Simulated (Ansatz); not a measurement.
## SnTe (model structure, started from the WC type, P-6m2, No. 187, 2 atoms in the cell): properties by level of theory

```tsv
level (code)	lattice parameter a (Å)	c axis length (Å)	formation enthalpy (eV/atom)
PBE (Ansatz)	4.271	4.169	-0.179
PBEsol (Ansatz)	4.146	4.130	-0.153
PBE-D3(BJ) (Ansatz)	4.154	4.156	-0.159
```

Caveats: a distance lies near a switch of the dispersion term, which can move the cell (PBE-D3(BJ)). Ansatz's density-functional and Hartree–Fock values are scalar-relativistic unless marked +SOC, with PAW data made under PBE.

A model structure was made by putting elements into a prototype or built by hand; it is no filed structure, need not be a known phase, and can be a saddle point held by its symmetry.

Ansatz is a quantum-chemistry and plane-wave program.
